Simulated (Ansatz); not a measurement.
The reference is Ga2O3 (space group C2/m, No. 12; a = 12.2547 Å, b = 3.0389 Å, c = 5.8078 Å, α = γ = 90.00°, β = 103.81°).

Computed with Ansatz (an electronic-structure program) r2SCAN, no spin-orbit coupling, earlier PAW set.

One change was made to it. Results:

The volume per atom shrinks by 0.05 Å³ to 10.45 Å³; the band gap goes up by 0.040 eV, from 3.03 eV to 3.08 eV.

Question: Which change produced these results?
A) pressure 0.9 GPa
B) pressure 4.5 GPa
C) pressure 2.1 GPa

Answer: A, pressure 0.9 GPa. For comparison, the band gap in the other runs: pressure 4.5 GPa gives 3.23 eV; pressure 2.1 GPa gives 3.13 eV.

Load acts through the strain it causes; cell and atoms are relaxed under it. Stability against distortions was not tested.
